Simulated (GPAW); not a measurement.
Worked example: self-consistent single point of LaB6 (P1, 7 atoms in the cell) in GPAW.

Method: PBE, GPAW PAW datasets PBE (gpaw-data 1.0.1) (plane waves; GPAW).

The change in words: lattice scaled by 0.98. Reference geometry:
```xyz
7
Lattice="4.1526 0.0000 0.0000 0.0000 4.1526 0.0000 0.0000 0.0000 4.1526" Properties=species:S:1:pos:R:3 pbc="T T T"
La    -0.0080    -0.0087     0.0156
B      3.3219     2.0832     2.0780
B      0.8282     2.0771     2.0556
B      2.0756     3.3046     2.0789
B      2.0973     0.8246     2.0763
B      2.0569     2.0885     3.3298
B      2.0860     2.0885     0.8235
```

Reference input (self-consistent single point, DFT PBE, plane waves, GPAW PAW datasets PBE (gpaw-data 1.0.1)): mode = pw; ecut = 900 eV; xc = PBE; kpts = 6 6 6; mesh shift (steps) = 0 0 0; occupations.name = fermi-dirac; occupations.width = 0.05 eV; nbands = -11; symmetry.symmorphic = false; symmetry.tolerance = 0.0005; maxiter = 100. This run's input differs from it in these lines:

```diff
@@ -5,5 +5,5 @@
 atoms = Atoms(['La', 'B', 'B', 'B', 'B', 'B', 'B'],
-              cell=[[4.152610, 0.000000, 0.000000],
-                    [0.000000, 4.152610, 0.000000],
-                    [0.000000, 0.000000, 4.152610]],
+              cell=[[4.069558, 0.000000, 0.000000],
+                    [0.000000, 4.069558, 0.000000],
+                    [0.000000, 0.000000, 4.069558]],
               scaled_positions=[[-0.001935, -0.002097, 0.003761],
```

Output, abridged:

```
     iter     time        total  log10-change:
                         energy   eigst   dens
iter:   1 --:--:--   -53.322655
iter:   2 --:--:--   -52.353701   -0.49  -0.80
iter:   3 --:--:--   -50.649732   +0.20  -0.83
iter:   4 --:--:--   -48.799903   -0.73  -1.11
iter:   5 --:--:--   -48.726167   -1.33  -1.48
   [... 2 lines left out ...]
iter:   8 --:--:--   -48.704154   -2.63  -2.17
iter:   9 --:--:--   -48.715670   -2.45  -2.19
iter:  10 --:--:--   -48.696923   -2.90  -2.28
iter:  11 --:--:--   -48.696753   -3.98  -2.66
iter:  12 --:--:--   -48.696941c  -4.41  -2.96
iter:  13 --:--:--   -48.696907c  -4.70  -2.97
iter:  14 --:--:--   -48.696495c  -4.97  -2.96
iter:  15 --:--:--   -48.694926c  -3.98  -3.05
iter:  16 --:--:--   -48.694901c  -4.65  -3.31
iter:  17 --:--:--   -48.694840c  -4.84  -3.32
iter:  18 --:--:--   -48.694817c  -5.14  -3.39
iter:  19 --:--:--   -48.694811c  -5.53  -3.47
iter:  20 --:--:--   -48.694821c  -5.46  -3.55
iter:  21 --:--:--   -48.694817c  -6.43  -4.02c
iter:  22 --:--:--   -48.694813c  -6.52  -4.04c
iter:  23 --:--:--   -48.694812c  -6.65  -4.11c
iter:  24 --:--:--   -48.694813c  -6.93  -4.17c
iter:  25 --:--:--   -48.694811c  -6.45  -4.16c
iter:  26 --:--:--   -48.694811c  -7.34  -4.87c
iter:  27 --:--:--   -48.694811c  -8.12c -4.95c
Converged after 27 iterations.

Dipole moment: (0.394059, 0.357601, -0.779591) |e|*Ang

Energy contributions relative to reference atoms: (reference = -235130.060125)

Kinetic:        +66.628197
Potential:      -52.714629
External:        +0.000000
XC:             -61.992771
Entropy (-ST):   -0.008642
Local:           -0.611287
SIC:             +0.000000
--------------------------
Free energy:    -48.699132
Extrapolated:   -48.694811

Showing only first 2 kpts
 Kpt  Band  Eigenvalues  Occupancy
  0    12      9.80294    2.00000
  0    13      9.84913    2.00000
  0    14     11.93760    0.07473
  0    15     11.97362    0.03707

  1    12      9.16768    2.00000
  1    13      9.88150    2.00000
  1    14     10.90538    2.00000
  1    15     12.72523    0.00000

Fermi level: 11.77516

No gap
   [... lines left out ...]
  1 B     0.32469   -0.19489    0.00749
  2 B    -0.16127   -0.17033    0.26768
  3 B     0.02317    1.02368   -0.01130
  4 B    -0.31495   -0.19847    0.03457
  5 B     0.22350   -0.28707   -0.18540
  6 B    -0.16592   -0.27391    0.01803

Stress tensor:
    -0.077337    -0.002487    -0.001028
    -0.002487    -0.078048     0.000530
    -0.001028     0.000530    -0.077163
Stress (GPa, Voigt): [-12.3908 -12.5046 -12.3629   0.085   -0.1646  -0.3985]
```

The run converged in 27 iterations. GPAW prints stress with tension positive. Against the reference run the free energy rises by 23.6 meV/atom and the largest force goes from 0.697 to 1.024 eV/Å.

At such cutoffs GPAW's stress carries a finite-basis (Pulay) error, which enters relaxed cells too; its log prints stress with tension positive.

The starting cell comes from a database of computed structures (which also holds hypothetical and non-ambient phases and stackings), without a prior relaxation at this level. Its atoms were displaced at random from the sites of space group no. 221. For this run, on top of that: lattice scaled by 0.98. Forces in this geometry exceed 1 eV/Å.

Cost on one core of a shared machine: roughly 5 min.
